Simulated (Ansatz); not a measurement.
Sc in the hcp (Mg type) structure, the quasi-harmonic free energy with Ansatz (a program for electronic structure), PBEsol functional, plane-wave PAW. 

```
T (K)  α_a (10⁻⁶/K)  α_c (10⁻⁶/K)  C_P (J/mol/K)  bulk modulus B_T (GPa)     γ
-----  ------------  ------------  -------------  ----------------------  ----
50              0.8           4.6            6.6                    56.6  0.75
100             3.5          11.6           16.7                    56.4  0.90
150             4.7          15.2           21.2                    56.1  0.94
200             5.2          17.4           23.3                    55.7  0.96
250             5.3          19.1           24.6                    55.3  0.97
300             5.3          20.5              ?                    54.9  0.98
350             5.3          21.8           26.0                    54.5  0.98
400               ?          23.0           26.6                    54.1  0.99
```

**Question.** Complete the blanks.

**Answer.** 
- 300, C_P (J/mol/K): 25.4
- 400, α_a (10⁻⁶/K): 5.1

Whether this phase is the stable one at each condition was not tested.
